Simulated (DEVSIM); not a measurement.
System: Schottky contact on n-type GaAs, at 300 K.

| layer (left to right) | material | thickness (μm) | Nd (cm⁻³) | τn (s) | τp (s) |
|---|---|---|---|---|---|
| 1 | GaAs | 6.20 | 4.2e16 | 5.5e-9 | 5.5e-9 |

Left contact: Schottky, work function 4.96 eV, emission velocity 6.1e6 cm/s. Right contact: ohmic. Voltage is applied to the left contact. Recombination: SRH at mid-gap, radiative, Auger. Mobility is constant in doping.

The device is made up for the run: typed textbook-type constants, with dimensions and the other settings drawn at random. Values at 300 K.

```
parameter        GaAs
-------------  ------
gap (eV)        1.424
affinity (eV)    4.07
permittivity     12.9
Nc (cm⁻³)      4.7e17
Nv (cm⁻³)        9e18
μn (cm²/Vs)      8500
μp (cm²/Vs)       400
B (cm³/s)       2e-10
Cn (cm⁶/s)      1e-30
Cp (cm⁶/s)      1e-30
```

DEVSIM, 1D drift-diffusion, Boltzmann statistics, complete ionisation; no tunnelling, impact ionisation, image-force lowering or self-heating. Metal contacts follow the ideal Schottky-Mott rule: no Fermi-level pinning, no interface dipoles.

The metal work function was swept, all else fixed.

| metal work function (eV) | dark forward voltage at 100 A/cm² (V) | dark forward voltage at 1 A/cm² (V) | potential step across the device at zero bias (V) | largest field in the device at zero bias (V/cm) |
|---|---|---|---|---|
| 4.81 | 0.524 | 0.403 | 0.678 | 87000 |
| 4.86 | 0.574 | 0.453 | 0.728 | 91000 |
| 4.91 | 0.624 | 0.503 | 0.778 | 94000 |
| 4.96 | 0.674 | 0.553 | 0.828 | 97000 |
| 5.01 | 0.724 | 0.603 | 0.878 | 100000 |
| 5.06 | 0.774 | 0.653 | 0.928 | 100000 |
| 5.11 | 0.824 | 0.703 | 0.978 | 110000 |
| 5.16 | 0.874 | 0.753 | 1.028 | 110000 |

From the first row to the last the dark forward voltage at 100 A/cm² goes from 0.524 to 0.874. From the first row to the last the dark forward voltage at 1 A/cm² goes from 0.403 to 0.753.
